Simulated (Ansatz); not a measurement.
The reference is Si$_{3}$N$_{4}$ (space group P6_3/m, No. 176).

```
CELL_PARAMETERS angstrom
      7.66352     0.00000     0.00000
     -3.83176     6.63680     0.00000
      0.00000     0.00000     2.92654
ATOMIC_POSITIONS crystal
  Si 0.23108 0.82498 0.75000
  Si 0.76892 0.17502 0.25000
  Si 0.40610 0.23108 0.25000
  Si 0.59390 0.76892 0.75000
  Si 0.17502 0.40610 0.75000
  Si 0.82498 0.59390 0.25000
  N  0.33333 0.66667 0.75000
  N  0.66667 0.33333 0.25000
  N  0.96915 0.67000 0.75000
  N  0.03085 0.33000 0.25000
  N  0.29915 0.96915 0.25000
  N  0.70085 0.03085 0.75000
  N  0.33000 0.29915 0.75000
  N  0.67000 0.70085 0.25000
```

Level of theory: PBE in Ansatz (plane waves to 420 eV, PAW, no spin-orbit coupling).

For the base:

| Quantity | Value |
|---|---|
| Electron mass | 0.22 mₑ along c, 1.5 mₑ across (at Γ) |
| Lattice parameter a | 7.664 Å |
| Band gap | 4.25 eV |
| Gap character | indirect, Γ–A (33 % along) → Γ |

One thing is altered: cell and atoms relaxed at a pressure of 0.3 GPa.

Q: What does the calculation give for the electron mass after the change?

A: The electron mass is still 0.22 mₑ along c, 1.5 mₑ across (at Γ).

Q: Estimate the effect on the lattice parameter a.

A: The lattice parameter a drops by 0.0031 Å to 7.660 Å.

Q: What happens to the band gap?

A: The band gap hardly moves (4.25 eV against 4.26 eV).

Q: Estimate the effect on the gap character.

A: The gap character is still indirect, Γ–A (33 % along) → Γ.

Load acts through the strain it causes; cell and atoms are relaxed under it. Effective masses come from finite differences of ±0.01 Å⁻¹. Whether these cells are dynamically stable was not tested.

Ansatz is a quantum-chemistry and plane-wave program.
